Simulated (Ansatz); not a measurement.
A periodic model of amorphous Zr20O42Ge:

```yaml
crystal:
  lattice:
    - [9.63332, 0.06036, -0.19518]
    - [0.06036, 9.41997, -0.02925]
    - [-0.19518, -0.02925, 8.98109]
  atoms:
    - { symbol: Zr, position: [0.82231, 0.47147, 0.81892] }
    - { symbol: Zr, position: [0.87003, 0.09886, 0.94577] }
    - { symbol: Zr, position: [0.37151, 0.48280, 0.32744] }
    - { symbol: Zr, position: [0.94686, 0.23381, 0.53821] }
    - { symbol: Zr, position: [0.04097, 0.04051, 0.25866] }
    - { symbol: Zr, position: [0.34676, 0.17259, 0.15876] }
    - { symbol: Zr, position: [0.47765, 0.85123, 0.27896] }
    - { symbol: Zr, position: [0.03025, 0.36761, 0.11291] }
    - { symbol: Zr, position: [0.51239, 0.43696, 0.71197] }
    - { symbol: Zr, position: [0.65973, 0.60061, 0.12984] }
    - { symbol: Zr, position: [0.01569, 0.71309, 0.99653] }
    - { symbol: Zr, position: [0.74115, 0.58858, 0.48556] }
    - { symbol: Zr, position: [0.28648, 0.19033, 0.74282] }
    - { symbol: Zr, position: [0.64572, 0.07047, 0.63506] }
    - { symbol: Zr, position: [0.70937, 0.22975, 0.24295] }
    - { symbol: Zr, position: [0.95255, 0.87276, 0.65662] }
    - { symbol: Zr, position: [0.15880, 0.53377, 0.70968] }
    - { symbol: Zr, position: [0.34089, 0.84492, 0.61064] }
    - { symbol: Zr, position: [0.40710, 0.69652, 0.93769] }
    - { symbol: Zr, position: [0.09993, 0.69352, 0.37272] }
    - { symbol: O, position: [0.55038, 0.05753, 0.17989] }
    - { symbol: O, position: [0.37130, 0.64051, 0.70680] }
    - { symbol: O, position: [0.49648, 0.94960, 0.49459] }
    - { symbol: O, position: [0.82833, 0.05258, 0.16095] }
    - { symbol: O, position: [0.75027, 0.88516, 0.62267] }
    - { symbol: O, position: [0.64407, 0.72270, 0.32951] }
    - { symbol: O, position: [0.91148, 0.70986, 0.45852] }
    - { symbol: O, position: [0.51974, 0.48826, 0.48973] }
    - { symbol: O, position: [0.83081, 0.60902, 0.01197] }
    - { symbol: O, position: [0.82150, 0.30761, 0.03431] }
    - { symbol: O, position: [0.46341, 0.87536, 0.80674] }
    - { symbol: O, position: [0.59955, 0.80216, 0.05458] }
    - { symbol: O, position: [0.88065, 0.43426, 0.58973] }
    - { symbol: O, position: [0.96120, 0.25913, 0.31042] }
    - { symbol: O, position: [0.43019, 0.62005, 0.17139] }
    - { symbol: O, position: [0.06121, 0.56896, 0.18787] }
    - { symbol: O, position: [0.12396, 0.29834, 0.63874] }
    - { symbol: O, position: [0.20227, 0.51072, 0.46476] }
    - { symbol: O, position: [0.36254, 0.89119, 0.07433] }
    - { symbol: O, position: [0.07539, 0.15292, 0.05171] }
    - { symbol: O, position: [0.99845, 0.01144, 0.47367] }
    - { symbol: O, position: [0.39325, 0.13640, 0.94123] }
    - { symbol: O, position: [0.72776, 0.17810, 0.45862] }
    - { symbol: O, position: [0.31491, 0.76096, 0.38564] }
    - { symbol: O, position: [0.55546, 0.52858, 0.93860] }
    - { symbol: O, position: [0.03321, 0.42728, 0.89384] }
    - { symbol: O, position: [0.67988, 0.59304, 0.69675] }
    - { symbol: O, position: [0.49735, 0.31041, 0.24865] }
    - { symbol: O, position: [0.45748, 0.21296, 0.63669] }
    - { symbol: O, position: [0.68411, 0.31695, 0.75759] }
    - { symbol: O, position: [0.96464, 0.90516, 0.89546] }
    - { symbol: O, position: [0.31869, 0.40422, 0.80530] }
    - { symbol: O, position: [0.24010, 0.35618, 0.18655] }
    - { symbol: O, position: [0.20215, 0.65978, 0.92236] }
    - { symbol: O, position: [0.14124, 0.74919, 0.60076] }
    - { symbol: O, position: [0.24878, 0.06291, 0.30402] }
    - { symbol: O, position: [0.66354, 0.05247, 0.88150] }
    - { symbol: O, position: [0.05261, 0.83653, 0.19507] }
    - { symbol: O, position: [0.88125, 0.11261, 0.71390] }
    - { symbol: O, position: [0.21713, 0.99882, 0.68556] }
    - { symbol: O, position: [0.73749, 0.45685, 0.28831] }
    - { symbol: O, position: [0.96391, 0.65677, 0.76656] }
    - { symbol: Ge, position: [0.51941, 0.97724, 0.97823] }
```

Methods: PBE, scalar-relativistic without spin-orbit coupling (Ansatz, a quantum-chemistry and plane-wave program); r2SCAN, scalar-relativistic without spin-orbit coupling (Ansatz); HSE06, scalar-relativistic without spin-orbit coupling (Ansatz). Neutral PBE cell, which sets geometry, pressure and energy: sampling: a 2×2×2 Γ-centred mesh; Fermi-Dirac width 0.02 eV; no spin polarisation. Exact exchange is cut at the faces of this 9 Å cell, which leaves hybrid gaps a finite-size error.

The cell was made by melting and quenching with the CHGNet potential and then relaxed with DFT. O atoms were pushed apart under 1.9 Å during the dynamics, to hinder bonds among them. The hot cell started wider than the set density and was brought back towards it in steps. It is the lowest in DFT energy of 2 quenches. It is a model cell: composition and starting density were chosen by hand, and all elements were melted together. No dispersion term was used. Its density started from a set value of 5.24 and ended at 5.24 g/cm³. The simulated quench (nominally 380 K/ps over its main leg) is rapid and tends to freeze in more defects than a deposited or slowly cooled glass has. Values belong to this one cell and scatter from quench to quench. The volume was held where the preparation left it and the shape relaxed.

**Question.** Give the pressure and the spacing of the highest filled and lowest empty levels.

**Answer.** 
The pressure on a 2×2×2 Γ-centred mesh comes out as 1.35 GPa and the largest force and stress component on that mesh (the relaxation ran on the zone centre alone) is 0.10 eV/Å and 1.4 GPa. The level gap on a 2×2×2 Γ-centred mesh (PBE) comes out as 3.72 eV, the level gap at the zone centre (PBE) is 3.85 eV and the level gap at the zone centre (r2SCAN) comes out as 4.32 eV. The level gap at the zone centre (HSE06) comes out as 5.40 eV and the distance between the nearest levels spread over more than a fifth of the atoms or a third of the atoms of their main element (six at least) (PBE, zone centre) comes out as 4.01 eV.

**Question.** At PBE and the zone centre, how localised are the states just below and above the Fermi level (participation number: the atoms over which a state spreads)?

**Answer.** The highest filled state is spread over 7.6 atoms' worth, largest on O50, with weights by element (charge in smoothed Voronoi cells) O 0.95, Zr 0.05, Ge 0.00. The lowest empty state is spread over 19.2 atoms' worth, largest on Zr15, with weights by element (charge in smoothed Voronoi cells) Zr 0.65, O 0.35, Ge 0.00.

At PBE the levels at the filled edge of the gap are localised (band-tail or defect states).

Neighbours within Zr-Zr 3.41 Å, Zr-O 2.58 Å, Zr-Ge 3.03 Å, O-O 1.58 Å, O-Ge 2.23 Å, Ge-Ge 2.81 Å count as bonded. Two cations that share two anions don't count as bonded, nor two that share one unless they lie closer than Zr-Zr 3.32 Å, Zr-Ge 2.94 Å, Ge-Ge 2.57 Å.

Added carriers, by PBE, scalar-relativistic without spin-orbit coupling in Ansatz on the zone centre alone. Charged cells keep the cell fixed and stand in a uniform background, with no image correction, at a width of 0.01 eV; where the count is odd the moment is locked at 1 μB, unless the neutral cell bore moments. Each starts from the undistorted neutral geometry alone. PBE's self-interaction favours spread-out carriers, so it can miss traps that a hybrid finds.

**Question.** What happens at PBE when the cell takes an extra electron and the atoms relax?

**Answer.** Relaxation lowers the charged cell by 0.29 eV. The largest moves are O59 0.26 Å, O25 0.21 Å, O46 0.18 Å, Zr1 0.15 Å. The level that holds the added charge spreads over 9.0 atoms' worth, most on Zr2 (weight 0.21): a partly localised carrier. No bond crosses its cut-off with a change of over 0.15 Å (metal-metal contacts aside). Made neutral again at that geometry, the cell lies +0.63 eV from the neutral start.

**Question.** What happens at PBE when the cell takes a hole and the atoms relax?

**Answer.** Relaxation lowers the charged cell by 0.16 eV. The largest moves are O33 0.23 Å, O50 0.19 Å, Zr1 0.16 Å, O45 0.14 Å. The level that was emptied spreads over 3.2 atoms' worth, most on O50 (weight 0.48): a localised (trapped) carrier, which neighbours of that atom can share. No bond crosses its cut-off with a change of over 0.15 Å (metal-metal contacts aside). Made neutral again at that geometry, the cell lies +0.87 eV from the neutral start.
